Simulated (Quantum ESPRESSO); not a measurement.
A self-consistent single point of GaP (F-43m, 2 atoms in the cell) with Quantum ESPRESSO.

Level of theory: PBE, spin-orbit coupling, PseudoDojo fully relativistic norm-conserving (PBE) pseudopotentials (plane waves; Quantum ESPRESSO).

```
CELL_PARAMETERS angstrom
     -2.72500     0.00000     2.72500
      0.00000     2.72500     2.72500
     -2.72500     2.72500     0.00000
ATOMIC_POSITIONS crystal
  Ga 0.00000 0.00000 0.00000
  P  0.25000 0.25000 0.25000
```

Reference input (self-consistent single point, DFT, PBE, plane waves, PseudoDojo stringent norm-conserving (PBE) pseudopotentials): ecutwfc = 115 Ry; occupations = smearing; smearing = fermi-dirac; degauss = 0.000734986 Ry; potentials = {Ga: Ga.upf, P: P.upf}; K_POINTS = automatic 5 5 5 0 0 0; conv_thr = 1e-09 Ry. This run's input differs from it in these lines:

```diff
@@ -13,3 +13,3 @@
     ntyp = 2,
-    ecutwfc = 115,
+    ecutwfc = 80,
     occupations = 'smearing',
@@ -17,2 +17,4 @@
     degauss = 0.000734986,
+    noncolin = .true.,
+    lspinorb = .true.,
 /
```

Its files differ too (potentials: PseudoDojo fully relativistic norm-conserving (PBE)).

The program printed (abridged):

```
     Self-consistent Calculation

     iteration #  1     ecut=    80.00 Ry     beta= 0.70

     Threshold (ethr) on eigenvalues was too large:
     Diagonalizing with lowered threshold

     total energy              =    -166.81084590 Ry
     estimated scf accuracy    <       0.07555308 Ry

     iteration #  2     ecut=    80.00 Ry     beta= 0.70

     total energy              =    -166.82662997 Ry
     estimated scf accuracy    <       0.01590021 Ry

     iteration #  3     ecut=    80.00 Ry     beta= 0.70

     total energy              =    -166.82998395 Ry
     estimated scf accuracy    <       0.00049705 Ry

   [... 3 blocks of this kind left out ...]

     iteration #  7     ecut=    80.00 Ry     beta= 0.70

     total energy              =    -166.83002111 Ry
     estimated scf accuracy    <          7.3E-09 Ry

     iteration #  8     ecut=    80.00 Ry     beta= 0.70
     End of self-consistent calculation

     the Fermi energy is     7.9603 ev

!    total energy              =    -166.83002111 Ry
     estimated scf accuracy    <          5.3E-11 Ry
     smearing contrib. (-TS)   =      -0.00000000 Ry
     internal energy E=F+TS    =    -166.83002111 Ry

     convergence has been achieved in   8 iterations

     Forces acting on atoms (cartesian axes, Ry/au):

     atom    1 type  1   force =     0.00000000    0.00000000    0.00000000
     atom    2 type  2   force =     0.00000000    0.00000000    0.00000000

     Total force =     0.000000     Total SCF correction =     0.000000

          total   stress  (Ry/bohr**3)                   (kbar)     P=       27.45
   0.00018657   0.00000000  -0.00000000           27.45        0.00       -0.00
   0.00000000   0.00018657  -0.00000000            0.00       27.45       -0.00
  -0.00000000   0.00000000   0.00018657           -0.00        0.00       27.45

   JOB DONE.
```

The run converged in 8 iterations. Against the reference run the pressure goes from 2.57 to 2.74 GPa and the gap on the mesh goes from 1.598 to 1.569 eV.

The starting cell has typed, rounded lattice constants, without a prior relaxation at this level.
